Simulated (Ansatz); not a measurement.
Start from BP in the zinc blende structure (space group F-43m, No. 216; a = 4.520 Å). Axes: x, y, z lie along the cube axes.

Method: PBEsol in Ansatz (plane waves to 420 eV, PAW, spin-orbit coupling left out).

Now apply this change: uniaxial strain ε_zz = −2.00 %, all other strain components held at zero; the atoms relax in the strained cell.

### Question
Predict the stress tensor and what it implies for the stiffness.

### Answer
Stress of the strained cell less that of the base (GPa, compression positive):
```
   1.78    0.00    0.00
   0.00    1.78    0.00
   0.00    0.00    7.07
```

Then −Δσ_ii/ε with ε = -0.0200 gives secant stiffness values (nonlinear terms included at this strain): C33 ≈ 354 GPa, C13 ≈ 89 GPa and C23 ≈ 89 GPa.

As a check, the harmonic strain energy −½ V₀ Δσ:ε is 5.1 meV/atom; the computed energy rise is 5.1 meV/atom.

Stability against distortions was not tested.

Ansatz is a first-principles code.
